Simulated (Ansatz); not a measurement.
Input and output of a self-consistent single point for VRu (P4mm, 2 atoms in the cell) (Ansatz, a quantum-chemistry and plane-wave program)

Method: LDA (PW92), default PAW files made with PBE (plane waves; Ansatz).

Input as run:

Ansatz 0.2 input:
```yaml
# VRu
crystal:
  lattice:
    - [3.011838, 0.000000, 0.000000]
    - [0.000000, 3.011838, 0.000000]
    - [0.000000, 0.000000, 3.011838]
  atoms:
    - { symbol: V, position: [0.500000, 0.500000, 0.516601], spin: 2.0 }
    - { symbol: Ru, position: [0.000000, 0.000000, 0.000000] }
basis:
  ecutwfc: 420.0
kpoints:
  mp_grid:
    grid: [9, 9, 9]
hamiltonian:
  xc: lda
  pseudopotentials:
    kind: paw
magnetization:
  spin_polarized: true
scf:
  occupations:
    method: gaussian
    width: 0.1
output:
  forces: true
  eigenvalues: true
  stress: true
```

Output, abridged:

```
WARN ansatz: RAYON_NUM_THREADS=1 ignored (pool sized by the plan → 1); use --threads N
Pseudopotentials: kind: paw
Pseudopotential: V, paw, valence charge 13
Pseudopotential: Ru, paw, valence charge 16
Crystal: 2 atoms, lattice volume = 27.321 Å³
Basis set: ecut = 420 eV, 515 PW (Γ)
Bands: 20, of which v1, the nominal top of the filled ones, is band 15 counted from 1 (14 counted from 0)
Symmetry: 8 space group operations
Space group: P4mm (ITA 99), of the structure as read, at distance tolerance 3.0e-5 Å
Magnetic group: BNS 99.163 (UNI 823), of the structure as read, at distance tolerance 3.0e-5 Å
k-points: 75 of 729 (time reversal used)
PAW frozen core: V, regenerated for the run's functional, and the local potential with it
PAW frozen core: Ru, regenerated for the run's functional, and the local potential with it
Initial density: superposition of atomic densities (chi_scale 0.1, normalization cell)
Starting moments: Σ|m| = 2 μB on 1 of 2 sites
Initial wavefunctions: pseudopotential atomic-orbital guess
Eigensolver: davidson
Functional: x = slater, c = lda
SCF iter   1: F=—  HF=-8621.174137 eV  |F-HF|=—  |Δ(HF+E_count)|=         —  Δρ=1.29e-1 (↑1.29e-1 ↓9.34e-2)  dr2=5.12e0  dr2_m=1.99e0  M=0.253 μB ∫|m|=0.305 μB  β_m=0.30  ethr=3.10e-3  ⟨swp⟩=5.0  Hψ=11757  notcnv=0
Mixer restart at iter 1: flushing history
all-band conjugate gradients solve this SCF's bands
preconditioner: auto → none
SCF iter   2: F=—  HF=-8619.721930 eV  |F-HF|=—  |Δ(HF+E_count)|=    1.45e0  Δρ=8.04e-2 (↑8.04e-2 ↓5.93e-2)  dr2=1.85e0  dr2_m=8.17e-1  M=0.356 μB ∫|m|=0.405 μB  β_m=0.54  ethr=3.10e-3  ⟨swp⟩=2.5  Hψ=6178  notcnv=0  defer=103
SCF iter   3: F=—  HF=-8619.034968 eV  |F-HF|=—  |Δ(HF+E_count)|=   6.87e-1  Δρ=1.15e-2 (↑5.98e-3 ↓1.15e-2)  dr2=3.37e-2  dr2_m=1.17e-2  M=0.448 μB ∫|m|=0.493 μB  β_m=0.72  ethr=3.10e-3  ⟨swp⟩=2.1  Hψ=5389  notcnv=0  defer=103
   [... lines left out ...]
SCF iter  13: F=—  HF=-8619.079544 eV  |F-HF|=—  |Δ(HF+E_count)|=   5.92e-9  Δρ=3.70e-6 (↑1.28e-6 ↓3.70e-6)  dr2=7.05e-9  dr2_m=6.14e-10  M=0.205 μB ∫|m|=0.212 μB  β_m=0.91  ethr=3.28e-10  ⟨swp⟩=1.5  Hψ=3465  notcnv=0  defer=60
SCF iter  14: F=—  HF=-8619.079544 eV  |F-HF|=—  |Δ(HF+E_count)|=  1.82e-10  Δρ=1.69e-6 (↑1.69e-6 ↓7.79e-7)  dr2=2.18e-9  dr2_m=7.96e-11  M=0.205 μB ∫|m|=0.212 μB  β_m=0.77  ethr=2.43e-11  ⟨swp⟩=3.3  Hψ=9254  notcnv=0
SCF iter  15: F=—  HF=-8619.079544 eV  |F-HF|=—  |Δ(HF+E_count)|=  2.49e-10  Δρ=1.19e-6 (↑9.26e-7 ↓1.19e-6)  dr2=4.97e-11  dr2_m=2.78e-10  M=0.205 μB ∫|m|=0.213 μB  β_m=0.79  ethr=7.52e-12  ⟨swp⟩=2.6  Hψ=6155  notcnv=0
SCF iter  16: F=-8619.079544 eV  HF=-8619.079544 eV  |F-HF|=1.82e-10  |Δ(HF+E_count)|=  1.82e-11  Δρ=3.51e-7 (↑3.51e-7 ↓3.28e-7)  dr2=1.96e-10  dr2_m=5.16e-14  M=0.206 μB ∫|m|=0.213 μB  ethr=1.00e-12  ⟨swp⟩=1.0  Hψ=7664  notcnv=0
SCF 1 converged in 16 iterations: F = -8619.079544 eV  dr2 = 1.96e-10
Crystal: 2 atoms, lattice volume = 27.321 Å³
Starting moments: Σ|m| = 6 μB on 2 of 2 sites
SCF iter   1: F=—  HF=-8618.792633 eV  |F-HF|=—  |Δ(HF+E_count)|=         —  Δρ=2.23e-1 (↑2.23e-1 ↓1.51e-1)  dr2=1.31e1  dr2_m=7.01e0  M=1.599 μB ∫|m|=1.602 μB  β_m=0.30  ethr=3.10e-3  ⟨swp⟩=5.0  Hψ=11053  notcnv=0
preconditioner: auto → none
SCF iter   2: F=—  HF=-8618.378953 eV  |F-HF|=—  |Δ(HF+E_count)|=   4.14e-1  Δρ=1.71e-1 (↑1.71e-1 ↓1.09e-1)  dr2=2.15e0  dr2_m=4.59e0  M=1.113 μB ∫|m|=1.126 μB  β_m=0.30  ethr=3.10e-3  ⟨swp⟩=2.2  Hψ=6332  notcnv=0  defer=104
SCF iter   3: F=—  HF=-8618.581282 eV  |F-HF|=—  |Δ(HF+E_count)|=   2.02e-1  Δρ=1.03e-1 (↑1.03e-1 ↓9.26e-2)  dr2=1.72e0  dr2_m=2.13e0  M=1.149 μB ∫|m|=1.155 μB  β_m=0.30  ethr=3.10e-3  ⟨swp⟩=2.5  Hψ=5615  notcnv=0  defer=104
SCF iter   4: F=—  HF=-8618.695566 eV  |F-HF|=—  |Δ(HF+E_count)|=   1.14e-1  Δρ=7.18e-2 (↑6.79e-2 ↓7.18e-2)  dr2=2.93e-2  dr2_m=1.21e0  M=1.024 μB ∫|m|=1.034 μB  β_m=0.30  ethr=3.10e-3  ⟨swp⟩=2.0  Hψ=4757  notcnv=0  defer=102
SCF iter   5: F=—  HF=-8618.862856 eV  |F-HF|=—  |Δ(HF+E_count)|=   1.67e-1  Δρ=5.34e-2 (↑5.34e-2 ↓5.13e-2)  dr2=2.90e-3  dr2_m=6.86e-1  M=0.938 μB ∫|m|=0.946 μB  β_m=0.30  ethr=1.01e-4  ⟨swp⟩=2.0  Hψ=5933  notcnv=0  defer=106
SCF iter   6: F=—  HF=-8618.953562 eV  |F-HF|=—  |Δ(HF+E_count)|=   9.07e-2  Δρ=3.95e-2 (↑3.95e-2 ↓3.94e-2)  dr2=2.97e-4  dr2_m=3.89e-1  M=0.876 μB ∫|m|=0.883 μB  β_m=0.30  ethr=1.00e-5  ⟨swp⟩=1.5  Hψ=3933  notcnv=0  defer=106
SCF iter   7: F=—  HF=-8619.004731 eV  |F-HF|=—  |Δ(HF+E_count)|=   5.12e-2  Δρ=2.95e-2 (↑2.95e-2 ↓2.93e-2)  dr2=1.41e-4  dr2_m=2.16e-1  M=0.838 μB ∫|m|=0.846 μB  β_m=0.30  ethr=1.02e-6  ⟨swp⟩=2.0  Hψ=5040  notcnv=0  defer=106
SCF iter   8: F=—  HF=-8619.033004 eV  |F-HF|=—  |Δ(HF+E_count)|=   2.83e-2  Δρ=2.21e-2 (↑2.20e-2 ↓2.21e-2)  dr2=9.32e-6  dr2_m=1.22e-1  M=0.803 μB ∫|m|=0.815 μB  β_m=0.30  ethr=4.84e-7  ⟨swp⟩=2.1  Hψ=4940  notcnv=0  defer=106
   [... lines left out ...]
spin-set hold released at iteration 8 (site moments contracting)
iter 21 did not close the SCF: its close was put off for a magnetic moment that had not settled (scf_convergence_deferred on its scf_iter line)
iter 22 did not close the SCF: its close was put off for a magnetic moment that had not settled (scf_convergence_deferred on its scf_iter line)
Absolute magnetization: 0.2134 μB (∫|ρ↑−ρ↓|, with the PAW one-centre terms)
Free energy (F): -8619.079544 eV
Fermi energy:    20.139281 eV
   [... lines left out ...]
--- Stress (GPa, compression-positive) ---
      -15.956096       0.000000       0.000000
        0.000000     -15.956096       0.000000
        0.000000       0.000000     -15.904512
  P = ⅓ Tr σ = -15.9389 GPa (-159.389 kbar)
  The stress holds the Pulay correction. Without it, at fixed plane waves, as pw.x and ABINIT print it: P = -15.9958 GPa
--- Band table (eV; the first three rows and the last of 150) ---
  k-point 0 ↑: bands = ["-52.9409", "-44.1638", "-22.9277", "-22.9277", "-22.9236", "-18.2232", "-18.2232", "-18.2213", "12.2000", "14.5287", "14.5432", "18.0383", "18.0556", "18.0556", "20.6786", "20.7018", "22.2585", "22.2585", "22.2760", "29.2403"]
  k-point 1 ↑: bands = ["-52.9390", "-44.1626", "-22.9425", "-22.9237", "-22.9237", "-18.2439", "-18.2252", "-18.2252", "12.4596", "14.6543", "14.7324", "18.0246", "18.0246", "18.1312", "20.4852", "20.7585", "21.8569", "21.8569", "22.1409", "28.3088"]
  k-point 2 ↑: bands = ["-52.9343", "-44.1596", "-22.9902", "-22.9137", "-22.9137", "-18.3007", "-18.2304", "-18.2304", "13.1820", "15.0163", "15.2354", "17.9601", "17.9601", "18.3974", "19.8960", "20.9731", "21.0177", "21.0177", "21.7691", "26.3003"]
  k-point 74 ↓: bands = ["-52.8948", "-43.9448", "-23.0533", "-23.0508", "-23.0463", "-18.2060", "-18.2051", "-18.1991", "15.8973", "16.0391", "16.0392", "17.9896", "17.9952", "18.0255", "20.4420", "20.4455", "21.7006", "21.7035", "27.9482", "29.1816"]
```

The run converged, with 39 iterations in all over 2 SCF loops.

The starting cell comes from a database of computed structures (which also holds hypothetical and non-ambient phases and stackings), without a prior relaxation at this level. Its lattice was rescaled by up to half a per cent. One atom was moved a little off its site on purpose. The moments shrank to a small part of their start, a low-spin state that need not be the lowest. With a pressure of about -16 GPa the cell is away from its equilibrium volume at this level. Ansatz's pressure includes its estimate of the finite-basis (Pulay) stress.

Cost on one core of a shared machine: roughly 30 s.
